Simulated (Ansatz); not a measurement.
**What isotropic strain −0.50 % does to KCl**

The reference is KCl in the rock salt structure (space group Fm-3m, No. 225; a = 6.2427 Å).

The change: an isotropic linear strain of −0.50 %; the atoms relax in the strained cell.

Computed with PBEsol/PAW in Ansatz (a program for electronic structure), no SOC. Settings: 9×9×9 k-points, 0.05 eV Fermi–Dirac smearing.

```tsv
quantity	base	changed	shift
volume per atom	30.41 Å³	29.96 Å³	-0.45 Å³
space group	Fm-3m (No. 225)	Fm-3m (No. 225)	–
energy relative to the base (free energy F)	0 meV/atom	+0.4 meV/atom	+0.4 meV/atom
pressure	0.01 GPa	0.30 GPa	+0.29 GPa
band gap	5.10 eV	5.15 eV	+0.05 eV
gap character	direct at Γ	direct at Γ	–
mean gap deformation potential ΔEg/Δln V	–	-3.3 eV	–
width of the top valence band	0.50 eV	0.51 eV	+0.01 eV
electron mass	0.43 mₑ (at Γ)	0.43 mₑ (at Γ)	–
valley order (the lowest conduction-band minima on the path, energy above the VBM, named in the base's zone)	Γ 5.10 eV; X along ⟨100⟩ 6.37 eV	Γ 5.15 eV; X along ⟨100⟩ 6.35 eV	–
```

Final structure:

```
CELL_PARAMETERS angstrom
      0.00000     3.10574     3.10574
      3.10574     0.00000     3.10574
      3.10574     3.10574     0.00000
ATOMIC_POSITIONS crystal
  K  0.00000 0.00000 0.00000
  Cl 0.50000 0.50000 0.50000
```

Cost of the whole job for the changed cell (relaxation, final SCF and bands): roughly 8 core-seconds.

Masses are band curvatures over ±0.01 Å⁻¹ around the edge. Stability against distortions was not tested.
